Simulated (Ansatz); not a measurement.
Amorphous cells of Al, O, Si: the gap between the highest filled and lowest empty level at the zone centre, by PBE and by a single point of r2SCAN on the same geometry (PBE, scalar-relativistic without spin-orbit coupling (plane waves to 420 eV, PAW; Ansatz, an electronic-structure program); r2SCAN at 500 eV). The networks come from melt-quench runs on the CHGNet potential at compositions and starting densities chosen by hand, with anions pushed apart in the CHGNet dynamics, and DFT then relaxed them. The cells are small and were quenched far faster than real films, so single cells scatter. Defect or tail levels can set these gaps. The rows are the first to finish with both values and no moments.

```json
[
 {"cell": "A (Al28O44Si, 3.15 g/cm3)", "PBE gap x (eV)": "3.50", "r2SCAN gap y (eV)": "4.16"},
 {"cell": "B (Si8Al22O49, 2.68 g/cm3)", "PBE gap x (eV)": "3.57", "r2SCAN gap y (eV)": "4.19"},
 {"cell": "C (Si14Al12O46, 2.39 g/cm3)", "PBE gap x (eV)": "3.82", "r2SCAN gap y (eV)": "withheld"},
 {"cell": "D (Si24O51Al2, 2.24 g/cm3)", "PBE gap x (eV)": "4.02", "r2SCAN gap y (eV)": "4.73"},
 {"cell": "E (Si10Al16O44, 2.42 g/cm3)", "PBE gap x (eV)": "4.12", "r2SCAN gap y (eV)": "4.74"},
 {"cell": "F (Si20Al4O46, 2.20 g/cm3)", "PBE gap x (eV)": "4.54", "r2SCAN gap y (eV)": "5.19"}
]
```

Problem. Fit a straight line through the 5 full rows and predict the withheld value for C (Si14Al12O46, 2.39 g/cm3).

Solution. Means: x = 3.950, y = 4.602. Slope = Σ(Δx Δy) / Σ(Δx²) = 0.7348 / 0.7288 = 1.01; the r.m.s. residual is 0.033. Prediction: 4.602 + 1.01 × (3.82 − 3.950) = 4.47. The run gave 4.42, 0.05 below the line.
